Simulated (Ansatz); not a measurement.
# Cubic perovskite CsSrF3: smallest direct gap on the k points sampled by level of theory

No measured value is used here.

```tsv
level (code)	value (eV)	cell (Å³/atom)
LDA+SOC (Ansatz)	6.05	21.43
BLYP (Ansatz)	6.53	21.43
r²SCAN+SOC (Ansatz)	___	21.62
PBE0 (Ansatz)	9.18	21.43
Hartree–Fock (Ansatz)	17.72	21.43
```

Problem. What belongs in the gaps?

Solution. 
- r²SCAN+SOC (Ansatz, a quantum-chemistry and plane-wave program), value (eV): 7.14

Computed values are for a static lattice. Spin–orbit coupling is included only where a level's name says +SOC; with heavier elements it mostly lowers gaps and can invert bands.  r²SCAN+SOC: the relaxation could not lower the start's symmetry, so the cell can be a saddle point above a distorted one. Values are at a fixed cell, not relaxed at this level and not confirmed as the measured one; r²SCAN+SOC at the level's own equilibrium cell. Cutoffs and k meshes differ between the levels. Ansatz's density-functional and Hartree–Fock values are scalar-relativistic unless marked +SOC, with PAW data made under PBE.
